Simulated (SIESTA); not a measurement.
Band structure of AlAg₂ (Cmcm, 6 atoms in the cell).

```xyz
6
Lattice="4.3806 -2.4846 0.0000 4.3806 2.4846 0.0000 0.0000 0.0000 4.6115" Properties=species:S:1:pos:R:3 pbc="T T T"
Al     4.3806    -1.6024     3.4586
Al     4.3806     1.6024     1.1529
Ag     5.7911     0.9210     3.4586
Ag     2.9700    -0.9210     1.1529
Ag     5.7911    -0.9210     1.1529
Ag     2.9700     0.9210     3.4586
```

Method of the run: GGA PBEsol, numerical atomic orbitals DZP, PseudoDojo PBEsol standard norm-conserving potentials (rewritten from UPF to PSML) (SIESTA).

Settings: XC.functional = GGA; XC.authors = PBEsol; potentials = PseudoDojo PBEsol standard; PAO.BasisSize = DZP; PAO.EnergyShift = 0.005 Ry; MeshCutoff = 400 Ry; kgrid.MonkhorstPack = 6 6 5; OccupationFunction = FD; ElectronicTemperature = 0.1 eV; MaxSCFIterations = 150; SCF.Mixer.Method = Broyden; SCF.Mixer.Weight = 0.1; SCF.Mixer.History = 6; SCF.DM.Tolerance = 1.0E-04.

The starting cell comes from a database of computed structures (which also holds hypothetical and non-ambient phases and stackings), without a prior relaxation at this level. Its lattice was rescaled by a random factor within 2.5 % of one. Values carry the incompleteness of an atom-centred basis.

Levels in eV from the Fermi level, bands 38 to 43:
```tsv
point	38	39	40	41	42	43
Γ	-2.34	-0.63	-0.57	0.43	0.50	0.64
X	-3.92	-3.81	0.69	0.97	1.92	2.13
S	-4.10	-2.21	-1.18	0.63	1.00	1.22
R	-3.85	-3.21	-3.21	-1.52	-1.52	1.65
A	-3.69	-3.09	-3.09	-3.07	-3.07	4.69
Z	-4.02	0.69	0.69	1.67	1.67	1.72
Y	-3.78	-2.32	-1.05	0.38	0.67	1.27
X1	-3.92	-3.81	0.69	0.97	1.92	2.13
A1	-3.69	-3.09	-3.09	-3.07	-3.07	4.69
T	-3.67	-3.39	-3.39	-1.17	-1.17	1.29
```

Bands cross the Fermi level along this path, so the cell is metallic at this level.

Higher empty bands are left out: an atom-centred basis made for the valence describes them poorly.
